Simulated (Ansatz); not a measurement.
LaTiO₂N (Pmma, No. 51, 10 atoms in the cell; start mp-1178120) was calculated with PBEsol (Ansatz, a quantum-chemistry and plane-wave program, PAW).

Settings: plane-wave cutoff 520 eV, 6×10×6 k mesh (along the axes of the cell as run), Fermi–Dirac smearing 0.01 eV, no spin polarisation, scalar-relativistic PAW data made under PBE.

Cell (relaxed at this level):

```cif
data_La2N2O4Ti2
_chemical_formula_sum 'La2 Ti2 N2 O4'
_space_group_name_H-M_alt 'Pmma'
_space_group_IT_number 51
_space_group_name_Hall '-P 2a 2a'
_cell_length_a 5.58208
_cell_length_b 3.82657
_cell_length_c 5.64455
_cell_angle_alpha 90.000
_cell_angle_beta 90.000
_cell_angle_gamma 90.000
loop_
_atom_site_label
_atom_site_type_symbol
_atom_site_symmetry_multiplicity
_atom_site_Wyckoff_symbol
_atom_site_fract_x
_atom_site_fract_y
_atom_site_fract_z
_atom_site_occupancy
La1 La 2 e 0.75000 0.00000 0.23117 1
Ti1 Ti 2 f 0.25000 0.50000 0.26930 1
N1 N 2 d 0.50000 0.50000 0.50000 1
O1 O 2 b 0.00000 0.50000 0.00000 1
O2 O 2 e 0.25000 0.00000 0.21743 1
```

Problem. What does this level give for the band gap?

Solution. 
band gap: 0.74 eV (on the SCF k mesh)

Note: the relaxation could not lower the start's symmetry, so the cell can be a saddle point above a distorted one.

Spin–orbit coupling is not included.

The result took about 4 core-minutes (a rough figure).

A start named mp-… is a Materials Project structure, which need not be a measured phase.
